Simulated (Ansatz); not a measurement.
# A computed series for ZrC: response to strain

Take ZrC in the rock salt structure (space group Fm-3m, No. 225; a = 4.7088 Å; relaxed with 0.1 eV smearing) as the base.

Strains are applied to the cell and any free atomic positions relax.

The values are results of Ansatz (a program for electronic structure) PBE, no spin-orbit coupling, not measurements.

Notes on the quantities. energy relative to the base: free energy F.

```json
[
 {"variant": "base", "energy relative to the base": "0 meV/atom", "pressure": "0.0 GPa", "volume per atom": "13.05 Å³"},
 {"variant": "isotropic strain −3.00 %", "energy relative to the base": "+80 meV/atom", "pressure": "24.4 GPa", "volume per atom": "11.91 Å³"},
 {"variant": "isotropic strain −2.50 %", "energy relative to the base": "+55 meV/atom", "pressure": "19.7 GPa", "volume per atom": "12.10 Å³"},
 {"variant": "isotropic strain −2.00 %", "energy relative to the base": "+35 meV/atom", "pressure": "15.2 GPa", "volume per atom": "12.28 Å³"},
 {"variant": "isotropic strain −1.50 %", "energy relative to the base": "+19 meV/atom", "pressure": "11.0 GPa", "volume per atom": "12.47 Å³"},
 {"variant": "isotropic strain −1.00 %", "energy relative to the base": "?", "pressure": "?", "volume per atom": "12.66 Å³"},
 {"variant": "isotropic strain +0.50 %", "energy relative to the base": "+2.0 meV/atom", "pressure": "-3.2 GPa", "volume per atom": "13.25 Å³"},
 {"variant": "isotropic strain +1.00 %", "energy relative to the base": "+7.9 meV/atom", "pressure": "-6.2 GPa", "volume per atom": "13.45 Å³"},
 {"variant": "isotropic strain +2.00 %", "energy relative to the base": "+31 meV/atom", "pressure": "-11.7 GPa", "volume per atom": "13.85 Å³"},
 {"variant": "isotropic strain +3.00 %", "energy relative to the base": "+67 meV/atom", "pressure": "-16.4 GPa", "volume per atom": "14.26 Å³"}
]
```

### Question
What belongs in the blanks?

### Answer

- isotropic strain −1.00 %, energy relative to the base: +8.4 meV/atom
- isotropic strain −1.00 %, pressure: 7.1 GPa

Stability against distortions was not tested. All final runs are without spin polarisation.
